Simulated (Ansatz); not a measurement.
# A computed series for Rh: response to strain

Base system: Rh in the fcc (Cu type) structure (space group Fm-3m, No. 225; a = 3.802 Å; relaxed with 0.1 eV smearing). Axes: x, y, z lie along the cube axes.

Strains are applied to the cell and any free atomic positions relax.

All numbers come from DFT with r2SCAN, PAW potentials and a 500 eV plane-wave cutoff in Ansatz (a first-principles code), no spin-orbit coupling.

Notes on the quantities. energy relative to the base: free energy F; pressure: mean of the normal stresses, compression positive.

```
variant                         energy relative to the base  shortest interatomic distance  pressure
------------------------------  ---------------------------  -----------------------------  --------
base                                             0 meV/atom                        2.688 Å   0.0 GPa
uniaxial strain ε_zz = −3.00 %                 +18 meV/atom                        2.648 Å   9.4 GPa
uniaxial strain ε_zz = −2.50 %                 +13 meV/atom                        2.655 Å   7.7 GPa
uniaxial strain ε_zz = −2.00 %                          [?]                            [?]       [?]
uniaxial strain ε_zz = −1.50 %                +4.4 meV/atom                        2.668 Å   4.4 GPa
uniaxial strain ε_zz = −1.00 %                +1.9 meV/atom                        2.675 Å   2.9 GPa
uniaxial strain ε_zz = −0.50 %                +0.5 meV/atom                        2.681 Å   1.4 GPa
```

Task: What belongs in the blanks?

Result: 
- uniaxial strain ε_zz = −2.00 %, energy relative to the base: +7.9 meV/atom
- uniaxial strain ε_zz = −2.00 %, shortest interatomic distance: 2.661 Å
- uniaxial strain ε_zz = −2.00 %, pressure: 6.0 GPa

Stability against distortions was not tested. All final runs are without spin polarisation.
